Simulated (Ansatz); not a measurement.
The starting structures come from a database of crystals and need not be the phases stable at ambient conditions.

Data:

```
LiBrH2O
1.0
    5.77338     0.00000     0.00000
   -0.05147     5.77315     0.00000
    0.00000     0.00000     8.04646
Li H Br O
4 8 4 4
Cartesian
  0.00000   0.00000   0.00000
  0.00000   0.00000   4.02323
  1.79600   3.94208   2.01161
  3.92591   1.83107   6.03484
  2.26528   4.56177   7.57389
  3.45664   1.21138   0.47257
  3.45664   1.21138   3.55066
  2.26528   4.56177   4.49580
  4.54140   2.30586   0.47257
  1.18052   3.46730   7.57389
  1.18052   3.46730   4.49580
  4.54140   2.30586   3.55066
  4.46783   4.17255   2.01161
  1.25408   1.60061   6.03484
  4.13255   4.50485   6.03484
  1.58936   1.26830   2.01161
  1.43591   4.29898   0.00274
  4.28601   1.47417   8.04372
  4.28601   1.47417   4.02597
  1.43591   4.29898   4.02049
```

Space group of this cell: Cmcm. The cell is taken as given; by r2SCAN its mean pressure is -2.2 GPa.

Transport runs along the normal of the first two printed cell vectors.

No gap correction and no spin-orbit coupling; mid-gap values are interpolated between computed energies.

**Question.** Compute, with r2SCAN run with Ansatz (a first-principles code), the band gap and the smallest decay constant κ at mid-gap.

**Answer.** Gap 4.95 eV on a 6×6×4 mesh; κ = 0.336 1/Å, at the zone centre.
